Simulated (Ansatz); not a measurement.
Sn on the 1x1 (111) surface of fcc Ir, one in a 2x2 cell, energies for each (26.0 Å²). Energies are against an atom of beta tin, without zero-point or thermal terms; each row is named by its start.

Computed with PBE (plane waves to 420 eV, PAW; Ansatz, a first-principles code).

Model: 17-atom slab, 6.6 Å thick at the start under the adsorbate (thin: gaps and levels are the slab's own), 6x6x1 mesh, Fermi-Dirac 0.1 eV, dipole correction, 8 atoms held, the rest relaxed; each run with such symmetry as its start has; spin where the adsorbate may keep a moment, no spin-orbit, no U, no dispersion correction.

A negative adsorption energy means that the adsorbate is more stable on the surface than in its reference. Starts that drift may end in the same place. Heights count from the host atoms within 0.3 Å of the top one.

```csv
starting site,E_ads (eV),height (Å),nearest host atom (Å),bonded to,Δ work function (eV),lateral drift (Å),moment (μB)
top Ir,-0.57,2.44,Ir 2.50,Ir,-1.44,0.0,0.0
hollow Ir-Ir-Ir over Ir at depth 2.2 Å,-1.33,2.20,Ir 2.73,3 Ir,-1.07,0.0,–
hollow Ir-Ir-Ir over Ir at depth 4.4 Å,-1.35,2.21,Ir 2.73,3 Ir,-1.06,0.0,–
bridge Ir-Ir (span 2.7 Å),-1.35,2.21,Ir 2.73,3 Ir,-1.06,0.8,–
```
